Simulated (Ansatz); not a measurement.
# Lattice constant a of PtC (model structure, Fm-3m, No. 225, 2 atoms in the cell) at several levels of theory

No measured value is used here.

| level (code) | value (Å) |
|---|---|
| LDA (Ansatz) | ___ |
| PBE (Ansatz) | ___ |
| PBEsol (Ansatz) | 4.417 |
| PBE-D3(BJ) (Ansatz) | 4.429 |
| r²SCAN (Ansatz) | 4.448 |
| r²SCAN+rVV10 (Ansatz) | 4.436 |

**Question.** Complete the blanks.

**Answer.** 
- LDA (Ansatz, a program for electronic structure), value (Å): 4.389
- PBE (Ansatz), value (Å): 4.466

Density-functional levels without +SOC have no spin–orbit coupling. Cutoffs differ between the levels. Ansatz's density-functional and Hartree–Fock values are scalar-relativistic unless marked +SOC, with PAW data made under PBE.

A model structure was made by putting elements into a prototype or built by hand; it is no filed structure, need not be a known phase, and can be a saddle point held by its symmetry.
